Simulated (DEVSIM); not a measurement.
Structure: Cr/SiO2/p-InP capacitor, at 450 K.

Layer 1 from the left is SiO2, thickness (nm) 5.60. Layer 2 from the left is InP, thickness (nm) 7200, Na (cm⁻³) 7.4e15.

Metal gate on the left, work function 4.5 eV. Fixed charge at the semiconductor interface 0 cm⁻² (in units of +e); no interface traps.

Constants are typed, rounded textbook-type inputs, not results; the design itself was drawn at random and stands for no fabricated device. Values at 300 K; Nc and Nv go as T^1.5, mobilities as T to minus their exponent, the gap by Varshni's rule with the affinity fixed.

SiO2: gap (eV) 9, affinity (eV) 0.9, permittivity 3.9. InP: gap (eV) 1.344, affinity (eV) 4.38, permittivity 12.5, Nc (cm⁻³) 5.7e17, Nv (cm⁻³) 1.1e19, Varshni α (eV/K) 0.000363, Varshni β (K) 162.

DEVSIM, 1D Poisson equation in equilibrium, Boltzmann statistics, complete ionisation; no quantum confinement or tunnelling. Metal contacts follow the ideal Schottky-Mott rule: no Fermi-level pinning, no interface dipoles.

**Question.** What does the simulation give for the threshold voltage (band bending 2φF), the flat-band voltage?

**Answer.** threshold voltage (band bending 2φF) 0.00 V; flat-band voltage -0.87 V.
